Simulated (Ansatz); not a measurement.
Ag interstitial in alpha quartz: one set of geometries, relaxed with PBE, evaluated in Ansatz (PAW, plane waves to 420 eV, 500 eV under r2SCAN) with PBE, r2SCAN.

Cell and caveats: 72-site cell; 2×2×2 Γ-centred k-points; start: void with 6O2Si nearest; charged states image-corrected; finite-size errors of tenths of an eV; flagged in the runs: a host whose relaxation on this sampling wasn't shown to rest, a strain field that reaches the edge of the cell.

```tsv
quantity	PBE	r2SCAN
host gap (eV)	5.68	6.32
ε(+1/0) above the VBM (eV)	4.52	5.12
neutral formation energy against fcc Ag (eV)	4.48	4.35
largest moment on one atom at charge 0 (μB)	0.14	0.13
```

PBE narrows the gap by 0.64 eV against r2SCAN, the highest level run, and puts the levels 0.60 eV lower above the valence-band maximum on average.

Ansatz is a quantum-chemistry and plane-wave program.
